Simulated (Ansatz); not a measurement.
An Ansatz (a program for electronic structure) run: Au with a change (uniaxial strain ε_zz = +2.00 %); PBEsol/PAW in Ansatz, without spin-orbit coupling.

Input:

Ansatz 0.2 input:
```yaml
crystal:
  lattice:
    - [0, 2.0414843026, 2.0823139887]
    - [2.0414843026, 0, 2.0823139887]
    - [2.0414843026, 2.0414843026, 0]
  atoms:
    - { symbol: Au, position: [0, 0, 0] }
basis: { ecutwfc: 420, ecutrho_ratio: 4, xc_grid: 2, fft_grid_basis: typed }
kpoints: { mp_grid: { grid: [28, 28, 28] } }
hamiltonian:
  xc: pbesol
  dispersion: none
  pseudopotentials: { kind: paw }
scf: { occupations: { method: fermi_dirac, width: 0.1 }, convergence: { dr2_threshold: 0.0000000001 } }
relax: { f_tol: 0.005, max_steps: 50 }
output: { forces: true, stress: true }
checkpoint: { write: state.ck, write_every: 1000 }
```

Output (explanatory and most iteration lines left out):

```
Relaxation: its limit of steps is 50 (relax.max_steps)
Pseudopotential: Au, paw, valence charge 19
Crystal: 1 atoms, lattice volume = 17.357 Å³
Basis set: ecut = 420 eV, 331 PW (Γ), exchange–correlation on 40×40×40 points (8 copies of the dense FFT grid, shifted against one another)
Bands: 14, of which v1, the nominal top of the filled ones, is band 10 counted from 1 (9 counted from 0)
Symmetry: 16 space group operations
Space group: I4/mmm (ITA 139), of the structure as read, at distance tolerance 2.6e-5 Å
k-points: 1639 of 21952
Functional: x = pbesol(κ = 0.804, μ = 0.12345679012345678), c = pbesol(β = 0.046)
SCF iter   1: F=—  HF=-13007.102266 eV  |F-HF|=—  |Δ(HF+E_count)|=         —  Δρ=6.38e-3  dr2=6.63e-3  ethr=1.77e-3  ⟨swp⟩=4.7  Hψ=115973  notcnv=0
SCF iter   2: F=—  HF=-13007.100738 eV  |F-HF|=—  |Δ(HF+E_count)|=   1.53e-3  Δρ=2.77e-3  dr2=1.16e-3  ethr=3.49e-5  ⟨swp⟩=1.0  Hψ=36064  notcnv=0
SCF 1 converged in 6 iterations: F = -13007.100416 eV  dr2 = 5.35e-11
relax step   1: F+E_penalty+E_count = -13007.10041648 eV  Δ(F+E_penalty+E_count) = +0.000e0 eV  max|allowed force component| = 0.000e0 eV/Å  Δτ_max = 0.0000 Å  (6 SCF iters, accepted)
SCF converged after 6 iterations
Free energy (F): -13007.100416 eV
Internal energy: -13007.091405 eV  (E = F + TS)
E sigma→0 (E₀):  -13007.095911 eV
Entropy (-TS):   -0.009011 eV (-9.011 meV/atom)
Fermi energy:    19.959536 eV
--- Forces (eV/Å), atoms counted from 1 ---
  atom   1  Au     0.00000000     0.00000000     0.00000000
--- Stress (GPa, compression-positive) ---
       -3.050145       0.000000       0.000000
        0.000000      -3.050145       0.000000
        0.000000       0.000000      -3.660698
  P = ⅓ Tr σ = -3.2537 GPa (-32.537 kbar)
--- Relaxed structure (1 steps of the walk, 1 accepted, 0 SCFs on fresh bases) ---
  atoms:
    - { symbol: Au, position: [0.0, 0.0, 0.0] }
```

Stability against distortions was not tested. The cell was made from Au in the fcc (Cu type) structure (space group Fm-3m, No. 225) by this change: uniaxial strain ε_zz = +2.00 %.
